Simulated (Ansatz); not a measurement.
Base system: Hf in the hcp (Mg type) structure (space group P6_3/mmc, No. 194; a = 3.1179 Å, c = 4.9463 Å).

The values are results of Ansatz (a program for electronic structure) LDA, no spin-orbit coupling, not measurements.

One change was made to it. Results:

The shortest interatomic distance falls by 0.007 Å to 3.052 Å; the density rises by 0.10 g/cm³, from 14.24 g/cm³ to 14.34 g/cm³.

**Question.** Name the change that was made.
A) pressure 4.5 GPa
B) pressure −2 GPa
C) pressure 0.9 GPa
D) pressure 15 GPa

**Answer.** C, pressure 0.9 GPa. For comparison, the shortest interatomic distance in the other runs: pressure 15 GPa gives 2.961 Å; pressure 4.5 GPa gives 3.025 Å; pressure −2 GPa gives 3.075 Å.

Load acts through the strain it causes; cell and atoms are relaxed under it. Whether these cells are dynamically stable was not tested. Competing high-pressure phases were not computed. The final runs are not spin-polarised.
